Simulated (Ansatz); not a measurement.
## Pressure series in MgO

Consider MgO in the wurtzite structure (space group P6_3mc, No. 186; a = 3.303 Å, c = 5.021 Å; a cell from a computed database, its experimental status unchecked).

Cell and atoms are relaxed at each pressure.

Calculations: PBEsol/PAW in Ansatz (an electronic-structure program), no spin-orbit coupling.

Notes on the quantities. enthalpy: H = E + PV relative to the base's energy.

```csv
variant,volume per atom,enthalpy,band gap
base,11.86 Å³,–,3.36 eV
pressure −2 GPa,12.08 Å³,-0.15 eV/atom,3.30 eV
pressure −1 GPa,11.97 Å³,-0.07 eV/atom,3.33 eV
pressure 0.3 GPa,11.83 Å³,+0.02 eV/atom,3.37 eV
pressure 0.7 GPa,11.78 Å³,+0.05 eV/atom,3.37 eV
pressure 1.5 GPa,10.96 Å³,+0.05 eV/atom,3.33 eV
pressure 3 GPa,10.84 Å³,+0.15 eV/atom,3.38 eV
pressure 5 GPa,10.70 Å³,+0.29 eV/atom,3.45 eV
pressure 7.5 GPa,10.53 Å³,+0.45 eV/atom,3.53 eV
pressure 10 GPa,10.37 Å³,+0.62 eV/atom,3.61 eV
```

From pressure 1.5 GPa on, the axis ratios lie over 15 % from the base's, so the cell there is far from its starting form. Load acts through the strain it causes; cell and atoms are relaxed under it. Whether these cells are dynamically stable was not tested. Competing high-pressure phases were not computed. Along this pressure series the structure jumps between pressure 0.7 GPa and pressure 1.5 GPa; cells beyond that are another form of it. This is not the structure that MgO has at room temperature and ambient pressure.
